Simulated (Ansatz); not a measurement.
The parent structure is WSe$_{2}$ (space group P6_3/mmc, No. 194; a = 3.230 Å, c = 12.411 Å; layered, stacked along the Cartesian z axis). Axes: x lies along a and z along c of the hexagonal cell.

Method: Kohn–Sham DFT with the PBEsol-D3(BJ) functional, run in Ansatz (an electronic-structure program) with PAW and 420 eV plane waves, no spin-orbit coupling.

Base values:

```
Property                              Result
---------------------  ---------------------
Valence-band top at Γ  0.00, -0.78, -1.48 eV
Band gap                             0.67 eV
```

Perturbation: the cell is stretched by 0.60 % along z with no lateral relaxation, atoms relaxed at fixed cell.

Task: How does this affect the valence-band top at Γ?

Result: The valence-band top at Γ (three highest levels, from the VBM) changes from 0.00, -0.78, -1.48 eV to 0.00, -0.83, -1.44 eV.

Task: Predict the new stress.

Result: The stress (xx, yy, zz, yz, xz, xy; compression positive) amounts to (-0.11, -0.11, -0.58, 0.00, 0.00, 0.00) GPa.

Task: Estimate the effect on the band gap.

Result: The band gap rises by 0.034 eV to 0.71 eV.

With W present, leaving out spin-orbit coupling can change the band edges. The cells carry an imposed strain or load. Stability against distortions was not tested.
